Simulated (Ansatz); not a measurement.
OH on the 1x1 (10-10) surface of wurtzite AlN (cut with top plane Al + N), one in a 2x1 cell, energies for each (31.4 Å²). Energies are against H2O(g) − ½ H2(g), without zero-point or thermal terms; each row is named by its start (#2, #3: further inequivalent places of a kind). No converged result for: 1 more start.

Host crystal: wurtzite AlN, with a band gap (PBE, scalar-relativistic without spin-orbit coupling).

The numbers are results of PBE (plane waves to 420 eV, PAW; Ansatz, an electronic-structure program), not measurements.

Slab: 34 atoms, 8.9 Å thick at the start under the adsorbate (thin: gaps and levels are the slab's own); k 3x4x1, smearing 0.01 eV, dipole-corrected; 16 atoms held, the rest relaxed; each run with such symmetry as its start has; spin-polarised, no spin-orbit, no U, no dispersion correction.

A negative adsorption energy means that the adsorbate is more stable on the surface than in its reference. Starts that drift may end in the same place. Heights count from the host atoms within 0.3 Å of the top one.

```tsv
starting site	E_ads (eV)	height (Å)	nearest host atom (Å)	bonded to	change of the vacuum step (eV)	lateral drift (Å)	moment (μB)
top Al	-0.22	1.77	Al 1.73	Al	0.31	0.7	1.0
top Al #2	-0.21	1.82	Al 1.72	Al	0.90	2.7	1.0
hollow Al-Al-N-N	-0.22	1.78	Al 1.73	Al	0.38	1.9	1.0
hollow beside Al	-0.22	1.77	Al 1.73	Al	0.31	1.5	1.0
bridge Al-Al-Al-N (span 3.1 Å)	(withheld)	1.45	Al 1.93	2 Al	-0.85	1.1	1.0
```

Task: Some entries are withheld; supply them.

Result: 
- bridge Al-Al-Al-N (span 3.1 Å), E_ads (eV): -0.06
